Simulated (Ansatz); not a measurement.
# Ba₃AsN (Pm-3m, No. 221, 5 atoms in the cell; start mp-1013734)

All values below come from HSE06 (Ansatz, an electronic-structure program, PAW).

Run with plane-wave cutoff 460 eV, 4×4×4 k mesh, Fermi–Dirac smearing 0.01 eV, scalar-relativistic PAW data made under PBE.

Cell (relaxed with PBEsol):

```cif
data_AsBa3N
_chemical_formula_sum 'Ba3 As1 N1'
_space_group_name_H-M_alt 'P 1'
_space_group_IT_number 1
_cell_length_a 5.34630
_cell_length_b 5.34630
_cell_length_c 5.34630
_cell_angle_alpha 90.000
_cell_angle_beta 90.000
_cell_angle_gamma 90.000
loop_
_space_group_symop_operation_xyz
  'x, y, z'
loop_
_atom_site_label
_atom_site_type_symbol
_atom_site_fract_x
_atom_site_fract_y
_atom_site_fract_z
_atom_site_occupancy
Ba1 Ba 0.00000 0.50000 0.50000 1
Ba2 Ba 0.50000 0.00000 0.50000 1
Ba3 Ba 0.50000 0.50000 0.00000 1
As1 As 0.00000 0.00000 0.00000 1
N1 N 0.50000 0.50000 0.50000 1
```

```
Property                        Value
--------  ---------------------------
band gap  0.59 eV (on the SCF k mesh)
```

Note: cell and atoms aren't relaxed at this level (pressure 1.6 GPa).

Spin–orbit coupling is not included.

Static lattice: no zero-point or thermal effects.

The result took very roughly 2.9 core-minutes.

A start named mp-… is a Materials Project structure, which need not be a measured phase.
